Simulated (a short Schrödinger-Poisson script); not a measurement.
Stack: gated Al0.25Ga0.75As/GaAs δ-doped gas in a quantum well, at 300 K.

```csv
layer,material,thickness (nm),Na (cm⁻³)
1,Al0.25Ga0.75As,8,-
2,Al0.25Ga0.75As,3,-
3,GaAs,20,-
4,Al0.25Ga0.75As,4000,5e14
```

The device is made up for the run: typed textbook-type constants, with dimensions and the other settings drawn at random. Al0.25Ga0.75As: permittivity 12.19, conduction-band edge (eV) 0.198, gap (eV) 1.736, electron mass (mₑ) 0.0878, Nv at 300 K (cm⁻³) 9e18. GaAs: permittivity 12.9, conduction-band edge (eV) 0, gap (eV) 1.424, Nv at 300 K (cm⁻³) 9e18.

Channel valleys (confinement mass, in-plane density-of-states mass, number): Γ 0.067, 0.067, 1. At the gate the conduction-band edge of layer 1 lies 0.95 eV − eVg above the Fermi level of the channel; the field vanishes at the back. Sheet of ionised δ-doping: +5.2e12 e/cm² at 8 nm from the gate. The barrier under the gate holds no holes. Gaps are held at their typed values at every temperature. Mesh 0.08 nm at interfaces.

From a short Schrödinger-Poisson script (our own, NumPy): 1D Poisson equation in equilibrium, electrons quantum, Hartree (BenDaniel-Duke, 40 states a valley, the channel's in-plane mass for all, wave functions free to enter the barrier), parabolic valleys, classical holes, full ionisation, no traps, pinning or gate leakage.

The same stack at other levels of the model or other numerical settings:

```tsv
run	sheet density of all electrons at Vg = 0.5 V (cm⁻²)	sheet density of all electrons at Vg = 0 V (cm⁻²)	capacitance at Vg = 0.5 V (μF/cm²)	centroid of the channel electrons at Vg = 0.5 V (nm)	rough cost against the base
base	1.44e12	1.38e9	0.740	5.80	about 1
electrons treated as classical, Boltzmann	1.68e12	1.78e9	___	3.69	0.02
electrons treated as classical, Fermi-Dirac	1.48e12	1.78e9	0.736	5.25	0.1
electrons treated as quantum, Hartree plus LDA exchange-correlation	1.50e12	1.46e9	0.755	___	about 1
mesh six times as coarse	1.44e12	1.38e9	0.741	5.74	0.2
one subband a valley	1.38e12	1.02e9	___	4.63	0.3
```

### Question
What belongs in the gaps?

### Answer

- electrons treated as classical, Boltzmann, capacitance at Vg = 0.5 V (μF/cm²): 0.845
- one subband a valley, capacitance at Vg = 0.5 V (μF/cm²): 0.706
- electrons treated as quantum, Hartree plus LDA exchange-correlation, centroid of the channel electrons at Vg = 0.5 V (nm): 5.59

The classical rows ignore confinement, and Boltzmann statistics overrate the density once the band edge passes the Fermi level.
